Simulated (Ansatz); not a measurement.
One electron is added to a 72-atom supercell of SnO$_{2}$ (P4_2/mnm) at the PBE lattice constants (nearest periodic image 9.7 Å away), Γ point only, in Ansatz (plane waves, PAW). It is computed spread over the relaxed neutral cell, and relaxed from a start on Sn (neighbours pushed out by 0.15 Å). No finite-size correction and no spin-orbit coupling are applied, the total moment is held at 1 μB, one start was tried, and the states were not tested for lower ones.

Task: Predict for PBE, r2SCAN, HSE06 whether the electron stays self-trapped, with the trapping energy and the site moment.

Result: PBE: the carrier spreads out and no small polaron survives. r2SCAN: the carrier spreads out and no small polaron survives. HSE06: the carrier spreads out and no small polaron survives.

```tsv
functional	E(relaxed) − E(spread) (eV)	largest site moment (μB)	sites sharing the spin	largest ionic move (Å)
PBE	0.00	0.01 (Sn)	66.4	0.00
r2SCAN	0.00	0.01 (Sn)	64.0	0.00
HSE06	0.00	0.01 (Sn)	58.6	0.00
```

Processor time of the three steps on one machine, over the cheapest level (rough): PBE 1.0, r2SCAN 2.5, HSE06 12.

Ansatz is a first-principles code.
